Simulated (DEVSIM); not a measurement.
Structure: Schottky contact on n-type β-Ga2O3, at 300 K.

```
layer (left to right)  material  thickness (μm)  Nd (cm⁻³)  τn (s)  τp (s)
---------------------  --------  --------------  ---------  ------  ------
1                       β-Ga2O3           0.350     1.5e16    5e-8    5e-8
```

Left contact: Schottky, work function 5.66 eV, emission velocity 2.3e6 cm/s. Right contact: ohmic. Voltage is applied to the left contact. Recombination: SRH at mid-gap, radiative. Mobility is constant in doping.

This is a model device: material constants are rounded textbook-type values typed into the input, and sizes, dopings and lifetimes were drawn at random. Values at 300 K.

```
parameter      β-Ga2O3
-------------  -------
gap (eV)           4.8
affinity (eV)        4
permittivity        10
Nc (cm⁻³)       3.7e18
Nv (cm⁻³)         5e20
μn (cm²/Vs)        160
μp (cm²/Vs)          1
B (cm³/s)        1e-12
```

Model (solved in DEVSIM): 1D drift-diffusion, Boltzmann statistics, complete ionisation; no tunnelling, impact ionisation, image-force lowering or self-heating. Metal contacts follow the ideal Schottky-Mott rule: no Fermi-level pinning, no interface dipoles.

Task: Tabulate band edges, carrier densities and field at 1.15 V on the left contact.

Result: Energies count from the Fermi level of the right contact; mesh points crowd at the junctions.

| x (μm) | Ec (eV) | Ev (eV) | n (cm⁻³) | p (cm⁻³) | field (V/cm) |
|---|---|---|---|---|---|
| 0.000 | 0.510 | -4.290 | 7.4e9 | < 1e2 | -43000 |
| 0.005370 | 0.487 | -4.313 | 2.1e10 | < 1e2 | -42000 |
| 0.01177 | 0.461 | -4.339 | 6.3e10 | < 1e2 | -40000 |
| 0.01940 | 0.432 | -4.369 | 2.1e11 | < 1e2 | -38000 |
| 0.03051 | 0.391 | -4.409 | 9.9e11 | < 1e2 | -35000 |
| 0.04173 | 0.354 | -4.446 | 4.2e12 | < 1e2 | -32000 |
| 0.05510 | 0.314 | -4.486 | 2.0e13 | < 1e2 | -28000 |
| 0.07824 | 0.256 | -4.544 | 1.8e14 | < 1e2 | -22000 |
| 0.09861 | 0.217 | -4.583 | 8.4e14 | < 1e2 | -17000 |
| 0.1229 | 0.184 | -4.616 | 3.0e15 | < 1e2 | -11000 |
| 0.1518 | 0.161 | -4.639 | 7.2e15 | < 1e2 | -5500 |
| 0.1888 | 0.149 | -4.651 | 1.2e16 | < 1e2 | -1900 |
| 0.2192 | 0.145 | -4.655 | 1.4e16 | < 1e2 | -760 |
| 0.2448 | 0.143 | -4.657 | 1.4e16 | < 1e2 | -340 |
| 0.2738 | 0.143 | -4.657 | 1.5e16 | < 1e2 | -130 |
| 0.2905 | 0.143 | -4.657 | 1.5e16 | < 1e2 | -79 |
| 0.3046 | 0.143 | -4.657 | 1.5e16 | < 1e2 | -52 |
| 0.3164 | 0.142 | -4.657 | 1.5e16 | < 1e2 | -37 |
| 0.3281 | 0.142 | -4.658 | 1.5e16 | < 1e2 | -29 |
| 0.3362 | 0.142 | -4.658 | 1.5e16 | < 1e2 | -25 |
| 0.3429 | 0.142 | -4.658 | 1.5e16 | < 1e2 | -23 |
| 0.3500 | 0.142 | -4.658 | 1.5e16 | < 1e2 | -23 |
